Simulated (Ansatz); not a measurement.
We consider Zr₃N₄ (R-3m, No. 166, 7 atoms in the cell; start mp-754353; a measured phase of this formula has another space group), described by HSE06 (plane waves, PAW; Ansatz, a first-principles code).

Run with plane-wave cutoff 460 eV, 8×8×8 k mesh, Fermi–Dirac smearing 0.01 eV, scalar-relativistic PAW data made under PBE.

Cell (relaxed with PBEsol):

```yaml
crystal:
  lattice:
    - [1.70820, 0.98623, 8.33529]
    - [-1.70820, 0.98623, 8.33529]
    - [0.00000, -1.97246, 8.33529]
  atoms:
    - { symbol: Zr, position: [0.22234, 0.22234, 0.22234] }
    - { symbol: Zr, position: [0.77766, 0.77766, 0.77766] }
    - { symbol: Zr, position: [0.00000, 0.00000, 0.00000] }
    - { symbol: N, position: [0.62159, 0.62159, 0.62159] }
    - { symbol: N, position: [0.37841, 0.37841, 0.37841] }
    - { symbol: N, position: [0.86778, 0.86778, 0.86778] }
    - { symbol: N, position: [0.13222, 0.13222, 0.13222] }
```

### Question
What does this level give for the band gap and smallest direct gap on the k points sampled?

### Answer

band gap: 1.86 eV (on the SCF k mesh)
smallest direct gap on the k points sampled: 1.98 eV

Note: cell and atoms aren't relaxed at this level (pressure 1.5 GPa).

Spin–orbit coupling is not included.

The computed numbers hold no vibrational or temperature effects.

Cost on a shared machine: about 20 core-minutes (a rough figure).

A start named mp-… is a Materials Project structure, which need not be a measured phase.
